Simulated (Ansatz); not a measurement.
SiO2: pressure 1.8 GPa

Start from SiO2 (space group P3_121, No. 152; a = 5.020 Å, c = 5.509 Å).

Perturbation: a hydrostatic pressure of 1.8 GPa.

Calculations: PBE, PAW, 420 eV (Ansatz, a quantum-chemistry and plane-wave program; no spin-orbit coupling), earlier PAW set. Γ-centred 8×8×6 mesh, Fermi–Dirac width 0.05 eV.

```tsv
quantity	base	changed	shift
volume per atom	13.36 Å³	12.73 Å³	-0.636 Å³
lattice parameter a	5.020 Å	4.933 Å	-0.0877 Å
c/a ratio	1.097	1.102	+0.005
enthalpy H = E + PV relative to the base's energy	–	+0.15 eV/atom	–
band gap	5.68 eV	5.81 eV	+0.13 eV
gap character	indirect, K → Γ	indirect, K → Γ	–
smallest direct gap	6.01 eV	6.10 eV	+0.09 eV
mean gap deformation potential ΔEg/Δln V	–	-2.7 eV	–
width of the top valence band	0.56 eV	0.55 eV	-0.016 eV
electron mass	0.51 mₑ (at Γ)	0.50 mₑ (at Γ)	–
```

Load acts through the strain it causes; cell and atoms are relaxed under it. Masses are band curvatures over ±0.01 Å⁻¹ around the edge. Stability against distortions was not tested.
